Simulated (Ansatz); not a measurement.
Consider CaF₂ (space group Pmc2_1, No. 26; a = 3.470 Å, b = 4.105 Å, c = 5.876 Å; a cell from a computed database, its experimental status unchecked).

One thing is altered: cell and atoms relaxed at a pressure of 0.7 GPa.

Levels (all Ansatz, a first-principles code, PAW): PBEsol (420 eV, no spin-orbit coupling); HSE06 (420 eV, no spin-orbit coupling).

The geometry is relaxed with PBEsol.

- PBEsol band gap = 6.34 eV

Predict the band gap from HSE06.

The band gap increases by 2.32 eV (6.34 eV → 8.66 eV).

Single points use the geometry relaxed with PBEsol. HSE06 was sampled on its mesh, a few special points and the semilocal edge points, so its gap is an upper bound. Load acts through the strain it causes; cell and atoms are relaxed under it. Whether these cells are dynamically stable was not tested.
